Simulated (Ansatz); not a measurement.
# AlN: strain along the normal

AlN (zinc blende, F-43m, 10.487 Å³/atom at rest) under an equal strain ε in the (001) plane with the normal axis free, as in a coherent film. PBEsol in Ansatz, a plane-wave DFT program (PAW, default set), 420 eV, 13×13×13 Γ-centred mesh, Fermi-Dirac smearing 0.05 eV; ions are relaxed within the symmetry of each cell.

Here s stands for strain and y for normal strain.

```csv
strain (%),normal strain (%)
-3.00,?
-1.50,1.58
-1.00,1.07
-0.50,0.54
0.00,0.00
0.50,-0.56
1.00,-1.13
1.50,-1.72
```

Fit y of the 7 rows that show it with a straight line. Means: s 0, y -0.031. About the means, the sum of products is -7.7000 and the sum of squares of s is 7.0000; the slope is their ratio. Least squares gives y = -0.031 - 1.1000·s. Residuals (row less fit): -0.039, 0.001, 0.021, 0.031, 0.021, 0.001, -0.039; standard error 0.031 (degrees of freedom: 5). The slope, -1.10 ± 0.01, is the elastic response of the normal axis, −2C12/C11 for this plane.

Q: Predict the withheld y at s = -3.00 from the fit, and compare with the calculation.

A: y = -0.031 - 1.1000 × (-3.0) = 3.269%. The calculation gives 3.06%, 0.209% below the prediction (4.4 % of the range of y in the table). The row lies outside the fitted rows, so this is an extrapolation. From the scatter of the fitted rows alone, a prediction at this place has a standard error of 0.049%, so the miss is 4.3 times that.

One order more, fitted to all 13 runs of the series, follows each within 0.01, so the miss is the next term of a smooth law. AlN is here a metastable form; wurtzite is the usual one. Rows are the converged runs of the series near zero and its far end; series whose fitted rows scatter by over a few per cent of the range, as at a crossing or softening among them, aren't shown in this form. Most that stay on the fit to the last digits aren't either.
